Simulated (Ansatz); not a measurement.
# What isotropic strain +1.00 % does to ZnSe

The parent structure is ZnSe in the zinc blende structure (space group F-43m, No. 216; a = 5.666 Å).

The change: an isotropic linear strain of +1.00 %, atoms relaxed at fixed cell.

Level of theory: r2SCAN (Ansatz, a first-principles code), no SOC. Γ-centred 10×10×10 mesh, Fermi–Dirac width 0.05 eV.

```tsv
quantity	base	changed	shift
volume per atom	22.73 Å³	23.42 Å³	+0.69 Å³
space group	F-43m (No. 216)	F-43m (No. 216)	–
shortest interatomic distance	2.453 Å	2.478 Å	+0.025 Å
energy relative to the base (free energy F)	0 meV/atom	+4.1 meV/atom	+4.1 meV/atom
pressure	-0.01 GPa	-1.83 GPa	-1.82 GPa
band gap	1.87 eV	1.74 eV	-0.13 eV
gap character	direct at Γ	direct at Γ	–
mean gap deformation potential ΔEg/Δln V	–	-4.2 eV	–
electron mass	0.12 mₑ (at Γ)	0.12 mₑ (at Γ)	–
hole mass (degenerate bands, along [100])	0.13, 0.60, 0.60 mₑ (at Γ)	0.13, 0.62, 0.62 mₑ (at Γ)	–
valley order (the lowest conduction-band minima on the path, energy above the VBM, named in the base's zone)	Γ 1.87 eV; L along ⟨111⟩ 3.05 eV; X along ⟨100⟩ 3.34 eV	Γ 1.74 eV; L along ⟨111⟩ 3.00 eV; X along ⟨100⟩ 3.40 eV	–
```

Final structure:

```yaml
crystal:
  lattice:
    - [0.00000, 2.86110, 2.86110]
    - [2.86110, 0.00000, 2.86110]
    - [2.86110, 2.86110, 0.00000]
  atoms:
    - { symbol: Zn, position: [0.00000, 0.00000, 0.00000] }
    - { symbol: Se, position: [0.25000, 0.25000, 0.25000] }
```

Masses are band curvatures over ±0.01 Å⁻¹ around the edge. Stability against distortions was not tested.
